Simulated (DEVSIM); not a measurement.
System: Schottky contact on n-type GaN, at 300 K.

Layer 1 from the left is GaN, thickness (μm) 0.940, Nd (cm⁻³) 7.2e16, τn (s) 3.5e-10, τp (s) 3.5e-10.

Left contact: Schottky, work function 5.33 eV, emission velocity 9e6 cm/s. Right contact: ohmic. Voltage is applied to the left contact. Recombination: SRH at mid-gap, radiative, Auger. Mobility is μmin + (μ − μmin)/(1 + (N/Nref)^α).

This is a model device: material constants are rounded textbook-type values typed into the input, and sizes, dopings and lifetimes were drawn at random. Values at 300 K.

GaN: gap (eV) 3.43, affinity (eV) 4.1, permittivity 9.5, Nc (cm⁻³) 2.3e18, Nv (cm⁻³) 4.6e19, μn (cm²/Vs) 1200, μp (cm²/Vs) 100, μn,min 55, μp,min 3, Nref,n 2e17, Nref,p 3e17, αn 1, αp 2, B (cm³/s) 1e-11, Cn (cm⁶/s) 1e-30, Cp (cm⁶/s) 1e-30.

Task: Estimate by hand the built-in potential, the peak field at zero bias, the capacitance at -6 V, and compare with a numerical solution.

Result: 
- Built-in potential: barrier φB = 1.230 eV; Vbi = φB − kT/q ln(N_band/N) = 1.140 V; numerical 1.140 V.
- Peak field at zero bias: depletion approximation: W = √(2εVbi/(qN)) = 0.129 μm with N = 7.20e16 cm⁻³; field = 2Vbi/W = 177000 V/cm; numerical 174000 V/cm (estimate above by 1.5 %).
- Capacitance at -6 V: C = √(qεN / 2(Vbi + |V|)) = 26.1 nF/cm²; numerical 26.1 nF/cm².

Model (solved in DEVSIM): 1D drift-diffusion, Boltzmann statistics, complete ionisation; no tunnelling, impact ionisation, image-force lowering or self-heating. Metal contacts follow the ideal Schottky-Mott rule: no Fermi-level pinning, no interface dipoles.
